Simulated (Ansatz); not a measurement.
System: spinel CdCr2S4. Method: r²SCAN in Ansatz (plane waves, PAW).

Settings: plane-wave cutoff 560 eV, 6×6×6 k mesh, Fermi–Dirac smearing 0.01 eV, spin-polarised with parallel moments, scalar-relativistic PAW data made under PBE.

Cell (measured lattice):

```xyz
14
Lattice="0.0000 5.1087 5.1087 5.1087 0.0000 5.1087 5.1087 5.1087 0.0000" Properties=species:S:1:pos:R:3 pbc="T T T"
Cr     6.3859     6.3859     6.3859
Cr     6.3859     3.8315     3.8315
Cr     3.8315     3.8315     6.3859
Cr     3.8315     6.3859     3.8315
S      3.9776     3.9776     3.9776
S      8.7941     6.5320     6.5320
S      6.2398     6.2398     3.9776
S      6.5320     8.7941     6.5320
S      3.9776     6.2398     6.2398
S      8.7941     8.7941     8.7941
S      6.2398     3.9776     6.2398
S      6.5320     6.5320     8.7941
Cd     0.0000     0.0000     0.0000
Cd     2.5543     2.5543     2.5543
```
Starting moments (μB, in the order of the record's atoms Cr Cr Cr Cr S S S S S S S S Cd Cd): 3.0 3.0 3.0 3.0 0.0 0.0 0.0 0.0 0.0 0.0 0.0 0.0 0.0 0.0.

Problem. What does this level give for the band gap and smallest direct gap on the k points sampled?

Solution. 
- band gap: 1.28 eV
- smallest direct gap on the k points sampled: 1.33 eV

Note: the magnetic order was assumed, not searched for or taken from measurement; cell and atoms aren't relaxed at this level (largest force component 0.13 eV/Å, pressure 1.6 GPa).

Spin–orbit coupling is not included.

Computed values are for the static lattice.

Computing time: roughly 4 core-minutes.

Ansatz is a quantum-chemistry and plane-wave program.
